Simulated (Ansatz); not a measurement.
Where the default PAW files enter, the runs use the earlier of Ansatz's two default sets.

Input:

```xyz
6
Lattice="3.4968 0.0000 0.0000 0.0000 13.7041 0.0000 1.7484 0.0000 3.0283" Properties=species:S:1:pos:R:3 pbc="T T T"
Te     1.7484     5.2430     1.0094
Te     3.4968     8.4611     2.0189
Te     3.4968    12.0951     2.0189
Te     1.7484     1.6090     1.0094
Mo     1.7484    10.2781     1.0094
Mo     3.4968     3.4260     2.0189
```

Space group of this cell: P6_3/mmc. The cell was relaxed by PBE-D3(BJ); by r2SCAN its mean pressure is 3.1 GPa.

Transport runs along the normal of the first two printed cell vectors, the (100) plane of the conventional cell.

The gap is the functional's own. No spin-orbit coupling. Mid-gap values are interpolated on the energy grid.

Problem. Compute, with Ansatz (a first-principles code) with r2SCAN, the band gap and the smallest decay constant κ at mid-gap.

Solution. Gap 0.71 eV on a 10×4×10 mesh; κ = 0.169 1/Å, at the zone centre.
